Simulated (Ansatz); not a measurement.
Cost against accuracy: kpoints.mp_grid.grid for SiTe2 (P2_1/c, 12 atoms in the cell)

Cell: a = 6.3954 Å, b = 6.4713 Å, c = 6.6025 Å, α = 90.00°, β = 99.23°, γ = 90.00°.

Level of theory: PBE (plane waves, PAW; Ansatz, an electronic-structure program).

Base settings: basis.ecutwfc = 420 eV; kpoints.mp_grid.grid = 3 3 3; hamiltonian.xc = pbe; hamiltonian.pseudopotentials = {kind: paw}, with the files named one by one; scf.occupations.method = methfessel_paxton; scf.occupations.width = 0.1 eV.

Misses are taken against the tightest run, 8 8 8, which need not be fully converged itself. The energy is the free energy per atom.

The count of work is k-points × plane waves × bands × iterations; it is no time, and leaves out set-up, grids and terms that scale otherwise. Core times come from one kind of shared machine and are given to one figure; runs under 30 s give none.

The starting cell was generated: these elements placed on a structure prototype, without a prior relaxation; it need not be a known phase or ordering of this composition. In the base run, with a pressure of about 17 GPa the cell is away from its equilibrium volume at this level. In the base run, forces exceed 1 eV/Å. Ansatz's pressure includes its estimate of the finite-basis (Pulay) stress. The run gives no clean gap (levels at the Fermi energy touch, overlap or are partly filled at this smearing), which alone does not show that the compound is a metal.

```
kpoints.mp_grid.grid  energy less reference (meV/atom)  pressure less reference (GPa)  largest difference in the force on any atom (eV/Å)  count of work / reference  core time / reference (rough)
--------------------  --------------------------------  -----------------------------  --------------------------------------------------  -------------------------  -----------------------------
1 1 1                                            54.64                           0.33                                               1.894                     0.0066                              –
2 2 2                                             1.47                          -0.23                                               0.453                      0.041                              –
3 3 3                                            -1.04                           0.21                                               0.152                      0.059                              –
4 4 4                                            -1.78                           0.02                                               0.098                       0.18                            0.2
5 5 5                                            -1.96                          -0.05                                               0.039                       0.23                            0.2
6 6 6                                             1.12                           0.04                                               0.028                       0.47                            0.5
7 7 7                                             0.79                           0.01                                               0.016                       0.59                            0.6
8 8 8                                             0.00                           0.00                                               0.000                        1.0                              1
```

Coarsest setting among those run that, with all tighter ones, holds the energy within 10 meV/atom of the reference: 2 2 2, off by 1.5 meV/atom; it needs 0.041 of the reference's count of work.

Smallest miss in the energy for at most 0.05 times the reference's count of work: 2 2 2, with a miss of 1.5 meV/atom at a count of 0.041.

Keys are those of Ansatz 0.2.
